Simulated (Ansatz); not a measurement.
The reference is GaS in the beta-GaS type structure (space group P6_3/mmc, No. 194; a = 3.5906 Å, c = 15.4487 Å; layered, stacked along the Cartesian z axis).

Method: PBE-D3(BJ) in Ansatz (plane waves to 420 eV, PAW, no spin-orbit coupling).

One change was made to it. Results:

The lattice parameter a falls by 66.65 pm (359.1 pm → 292.4 pm); the band gap goes from 1.56 eV to zero; the c/a ratio increases by 0.2538 (4.303 → 4.556).

**Question.** Which change produced these results?
(A) pressure 30 GPa
(B) pressure 75 GPa
(C) pressure 3 GPa

**Answer.** B, pressure 75 GPa. For comparison, the lattice parameter a in the other runs: pressure 30 GPa gives 324.2 pm; pressure 3 GPa gives 353.7 pm.

A case with no gap was solved on a k-mesh chosen for an insulator, which is coarse for it. Load acts through the strain it causes; cell and atoms are relaxed under it. Stability against distortions was not tested. No other phases were tried under pressure. All final runs are without spin polarisation. The zero or small gap of GaS under pressure 30 GPa can change with the level of theory.

Ansatz is an electronic-structure program.
